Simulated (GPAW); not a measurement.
## σyz against shear in bcc Mo (space group 229): C44 (GPAW, PBEsol)

```xyz
1
Lattice="-1.5640 1.5672 1.5672 1.5640 -1.5609 1.5609 1.5640 1.5609 -1.5609" Properties=species:S:1:pos:R:3 pbc="T T T"
Mo     0.0000     0.0000     0.0000
```

Computed with PBEsol, GPAW PAW datasets PBEsol (made by gpaw-setup) (plane waves; GPAW). Settings: mode = pw; ecut = 585 eV; xc = PBEsol; kpts = 38 38 38; mesh shift (steps) = 0 0 0; occupations.name = fermi-dirac; occupations.width = 0.05 eV; nbands = -5; convergence.density = 1e-06 e/electron; convergence.energy = 1e-06 eV/electron; symmetry.symmorphic = false; symmetry.tolerance = 0.0005; maxiter = 100. The cell above is the first row's. The rows shear the cubic cell: the yz and zy parts of the deformation are each γ/2. At γ = 0 the shear stress vanishes by symmetry. Stress is positive in tension. In all rows the k mesh is held.

| γ (%) | σyz (GPa) |
|---|---|
| 0.4 | 0.444 |
| 0.8 | 0.888 |
| 1.2 | 1.331 |
| 1.6 | 1.775 |
| 2.0 | 2.217 |
| 2.4 | 2.659 |
| 2.8 | ? |

Taking a straight line for σyz over the 6 complete rows: With u = γ - 1.4, the rows have u = -1.0000, -0.6000, -0.2000, 0.2000, 0.6000, 1.0000. Means: u 0, σyz 1.5523. About the means, the sum of products is 3.1012 and the sum of squares of u is 2.8000; the slope is their ratio. Least squares gives σyz = 1.5523 + 1.10757·u. Residuals (row less fit): -0.0007, 0.0002, 0.0002, 0.0012, 0.0002, -0.0009; standard error 0.0008 (degrees of freedom: 4). The slope of the line, 1.10757 GPa per cent, gives C44 ≈ 100 × 1.10757 = 111 GPa, for the static lattice.

### Question
Predict the withheld σyz at γ = 2.8 from the fit, and compare with the calculation.

### Answer
u = 1.4000, so σyz = 1.5523 + 1.10757 × 1.4000 = 3.1029 GPa. The calculation gives 3.099 GPa, 0.0039 GPa below the prediction (0.1 % of the range of σyz in the table). The row lies outside the fitted rows, so this is an extrapolation. From the scatter of the fitted rows alone, a prediction at this place has a standard error of 0.0011 GPa, so the miss is 3.4 times that.

Carrying the step between the two nearest rows on in a straight line would have given 3.101, off by 0.002; series whose last step already gives the withheld value aren't shown. The reference cell has the volume at which an earlier scan in this program and functional put its minimum by a fit. The unstrained cell stands at a pressure of -0.10 GPa, and the constants belong to that pressure. Spin polarisation is off. Without a gap such slopes are sensitive to mesh and smearing. Cutoffs and mesh are single choices, not tested for convergence of this quantity. Series with a scatter that would blur these digits, or in which a gap closes, are not shown. Strain series were run only where this level's volume lies within 10 % of a first guess from the measured size.

Terms beyond the fitted order, or numerical noise in single rows, can give a miss of this size; the table doesn't tell which.
